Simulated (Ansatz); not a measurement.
## Cohesive energy of CsSnI3 (P4/mbm, No. 127, 10 atoms in the cell; start COD 4117958; high-temperature phase) at several levels of theory

No measured value is used here.

Problem. Put these levels in order of the cohesive energy that they give for CsSnI3 (P4/mbm, No. 127, 10 atoms in the cell; start COD 4117958; high-temperature phase), smallest first: HSE06 (Ansatz, an electronic-structure program), LDA (Ansatz), r²SCAN (Ansatz).

Solution. HSE06 (2.49 eV/atom), r²SCAN (2.60 eV/atom), LDA (3.03 eV/atom)

Unless a cell is named, each level is at its own relaxed cell (LDA 43.01, r²SCAN 47.55, HSE06 48.00 Å³/atom).

Free atoms are spin-polarised, in the lowest state found; at levels without +SOC their spin–orbit coupling is left out.  Density-functional levels without +SOC have no spin–orbit coupling, which shifts binding energies of heavy elements. HSE06, r²SCAN, LDA: the relaxation could not lower the start's symmetry, so the cell can be a saddle point above a distorted one. Each level is taken at its own relaxed cell. Cutoffs and k meshes differ between the levels. Ansatz's density-functional and Hartree–Fock values are scalar-relativistic unless marked +SOC, with PAW data made under PBE.
